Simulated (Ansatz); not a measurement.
The starting structures come from a database of crystals and need not be the phases stable at ambient conditions.

Tunnelling through a barrier is set by its complex band structure: the current falls as exp(−2κd) with the smallest κ.

Given:

```xyz
8
Lattice="6.8512 0.0044 -0.0080 -1.2331 7.0454 0.0014 1.2331 3.8411 5.9063" Properties=species:S:1:pos:R:3 pbc="T T T"
Bi     0.0000     1.8125     0.9836
Bi     0.0000     9.0741     4.9241
Br     1.1313     4.4120     0.4563
Br     5.7199     6.4789     5.4433
Br     5.7199     2.7915     3.4423
Br     1.1313     8.0994     2.4573
Br     2.4308     4.6206     4.4698
Br     4.4204     6.2703     1.4298
```

Space group of this cell: C2/m. The cell was relaxed by PBE-D3(BJ).

Transport runs along the normal of the first two printed cell vectors.

The gap is the functional's own, uncorrected, and κ follows it; spin-orbit coupling is left out. Mid-gap values are interpolated between the computed energies.

State the band gap and the smallest decay constant κ at mid-gap according to Ansatz (an electronic-structure program) with r2SCAN.

Gap 3.05 eV on a 6×6×6 mesh; κ = 0.300 1/Å, at (0.500, 0.000) of the in-plane reciprocal vectors. At the zone centre, at the nearest computed energy, the slowest state has κ = 0.34 1/Å.
